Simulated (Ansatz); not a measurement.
The parent structure is Ag in the fcc (Cu type) structure (space group Fm-3m, No. 225; a = 4.105 Å; relaxed with 0.1 eV smearing).

Method: Ansatz (a program for electronic structure) r2SCAN, scalar-relativistic without spin-orbit coupling, earlier PAW set.

Base values:

The pressure is 0.0 GPa.

Perturbation: the cell is scaled by 1.0023 in all directions, atoms relaxed at fixed cell.

Problem. Estimate the effect on the pressure and energy relative to the base.

Solution. The pressure goes from zero to -0.7 GPa; the energy stays essentially unchanged.

The cells carry an imposed strain or load. Whether these cells are dynamically stable was not tested.
